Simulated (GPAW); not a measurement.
**Worked example: self-consistent single point of HgSe (F-43m, 2 atoms in the cell) in GPAW**

Computed with PBE, GPAW PAW datasets PBE (gpaw-data 1.0.1) (plane waves; GPAW 25.7.0).

The input file:

```python
from ase import Atoms
from ase.units import GPa
from gpaw import GPAW

atoms = Atoms(['Hg', 'Se'],
              cell=[[0.000000, 3.045855, 3.045855],
                    [3.045855, 0.000000, 3.045855],
                    [3.045855, 3.045855, 0.000000]],
              positions=[[0.000000, 0.000000, 0.000000],
                         [4.568783, 4.568783, 4.568783]],
              pbc=True)

calc = GPAW(mode={'name': 'pw', 'ecut': 550},
            xc='PBE',
            kpts=(9, 9, 9),
            occupations={'name': 'fermi-dirac', 'width': 0.1},
            nbands=-6,
            symmetry={'symmorphic': False, 'tolerance': 0.0005},
            maxiter=100)

atoms.calc = calc

energy = atoms.get_potential_energy()
print('Energy (eV):', round(energy, 6))
forces = atoms.get_forces()
print('Forces (eV/Ang):')
print(forces.round(5))
stress = atoms.get_stress()
print('Stress (GPa, Voigt):', (stress / GPa).round(4))
```

Log, with long lists cut:

```
Input parameters:
  kpts: [9 9 9]
  maxiter: 100
  mode: {ecut: 550,
         name: pw}
  nbands: -6
  occupations: {name: fermi-dirac,
                width: 0.1}
  symmetry: {symmorphic: False,
             tolerance: 0.0005}
  xc: PBE

species:
  Hg:
    name: Mercury
    Z: 80.0
    valence: 18
    core: 62
    charge: 0.0
    file: Hg.PBE.gz

    # Using partial waves for Hg as LCAO basis

  Se:
    name: Selenium
    Z: 34.0
    valence: 6
    core: 28
    charge: 0.0
    file: Se.PBE.gz

    # Using partial waves for Se as LCAO basis

Reference energy: -599259.310858  # eV

Spin-paired calculation

Convergence criteria:
 Maximum [total energy] change in last 3 cyles: 0.0005 eV / valence electron
 Maximum integral of absolute [dens]ity change: 0.0001 electrons / valence electron
 Maximum integral of absolute [eigenst]ate change: 4e-08 eV^2 / valence electron
 Maximum number of scf [iter]ations: 100

Symmetries present (total): 24
Symmetries with fractional translations: 0
729 k-points: 9 x 9 x 9 Monkhorst-Pack grid
35 k-points in the irreducible part of the Brillouin zone
       k-points in crystal coordinates                weights
   0:     0.00000000    0.00000000    0.00000000          1/729
   1:     0.11111111    0.11111111    0.00000000          6/729
   2:     0.11111111    0.11111111    0.11111111          8/729
   [... 7 lines left out ...]
          ...
  34:     0.44444444    0.44444444    0.44444444          8/729

Wave functions: Plane wave expansion
  Cutoff energy: 550.000 eV
  Number of coefficients (min, max): 1634, 1673
  Pulay-stress correction: 0.000000 eV/Ang^3 (de/decut=0.000000)

Occupation numbers: Fermi-Dirac:
  width: 0.1000  # eV

Eigensolver

Densities:
  Coarse grid: 24*24*24 grid
  Fine grid: 48*48*48 grid
  Total Charge: 0.000000

Density mixing:
  Method: separate
  Backend: pulay
  Linear mixing parameter: 0.05
  old densities: 5
  Damping of long wavelength oscillations: 50

Hamiltonian:
  XC and Coulomb potentials evaluated on a 48*48*48 grid
  External potential:
    NoExternalPotential

XC parameters: PBE with 2 nearest neighbor stencil

Number of atoms: 2
Number of atomic orbitals: 16
Number of bands in calculation: 18
Number of valence electrons: 24
Bands to converge: occupied

Density initialized from atomic densities
  16 bands from LCAO basis set
  2 bands from random numbers

Atomic positions and initial magnetic moments

Positions:
   0 Hg     0.000000    0.000000    0.000000    ( 0.0000,  0.0000,  0.0000)
   1 Se     4.568783    4.568783    4.568783    ( 0.0000,  0.0000,  0.0000)

Unit cell:
           periodic     x           y           z      points  spacing
  1. axis:    yes    0.000000    3.045855    3.045855    24     0.1465
  2. axis:    yes    3.045855    0.000000    3.045855    24     0.1465
  3. axis:    yes    3.045855    3.045855    0.000000    24     0.1465

  Lengths:   4.307489   4.307489   4.307489
  Angles:   60.000000  60.000000  60.000000

Effective grid spacing dv^(1/3) = 0.1599

     iter     time        total  log10-change:
                         energy   eigst   dens
iter:   1 --:--:--    -5.006816
iter:   2 --:--:--    -4.958148   -1.25  -1.33
iter:   3 --:--:--    -4.835612   -1.45  -1.37
iter:   4 --:--:--    -4.834602   -2.65  -1.79
iter:   5 --:--:--    -4.843490c  -1.82  -1.80
iter:   6 --:--:--    -4.824979   -3.03  -2.37
iter:   7 --:--:--    -4.825321   -4.33  -2.67
iter:   8 --:--:--    -4.825199c  -4.20  -2.67
iter:   9 --:--:--    -4.825307c  -5.01  -3.03
iter:  10 --:--:--    -4.825587c  -5.12  -3.08
iter:  11 --:--:--    -4.825879c  -3.59  -3.08
iter:  12 --:--:--    -4.825955c  -5.16  -3.20
iter:  13 --:--:--    -4.825932c  -5.76  -3.78
iter:  14 --:--:--    -4.825953c  -5.36  -3.66
iter:  15 --:--:--    -4.825953c  -7.40  -3.99
iter:  16 --:--:--    -4.825955c  -6.25  -4.07c
iter:  17 --:--:--    -4.825956c  -7.24  -4.14c
iter:  18 --:--:--    -4.825954c  -6.90  -4.08c
iter:  19 --:--:--    -4.825954c  -7.68c -4.23c

Converged after 19 iterations.

Dipole moment: (3.355117, 3.355117, 3.355117) |e|*Ang

Energy contributions relative to reference atoms: (reference = -599259.310858)

Kinetic:        +34.008370
Potential:      -28.400308
External:        +0.000000
XC:              -8.221652
Entropy (-ST):   -0.001732
Local:           -2.211498
SIC:             +0.000000
--------------------------
Free energy:     -4.826819
Extrapolated:    -4.825954

Showing only first 2 kpts
 Kpt  Band  Eigenvalues  Occupancy
  0    10      4.38472    1.78449
  0    11      4.38472    1.78449
  0    12      4.38472    1.78449
  0    13      9.90579    0.00000

  1    10      4.05416    1.99118
  1    11      4.05416    1.99118
  1    12      5.32993    0.00130
  1    13      9.19321    0.00000

Fermi level: 4.59611

No gap
No difference between direct/indirect transitions
Energy (eV): -4.825954

Forces in eV/Ang:
  0 Hg   -0.00000    0.00000    0.00000
  1 Se   -0.00000    0.00000    0.00000

Stress tensor:
    -0.028729    -0.000000    -0.000000
    -0.000000    -0.028729    -0.000000
    -0.000000    -0.000000    -0.028729
Stress (GPa, Voigt): [-4.6029 -4.6029 -4.6029 -0.     -0.     -0.    ]
```

The run converged in 19 iterations. GPAW prints stress with tension positive.

The starting cell comes from a database of computed structures (which also holds hypothetical and non-ambient phases and stackings), without a prior relaxation at this level. Its lattice was rescaled by a random factor within 2.5 % of one. Spin-orbit coupling is off. With a pressure of about 5 GPa the cell is away from its equilibrium volume at this level. The run gives no clean gap (levels at the Fermi energy touch, overlap or are partly filled at this smearing), which alone does not show that the compound is a metal.

Cost on one core of a shared machine: roughly 40 s.
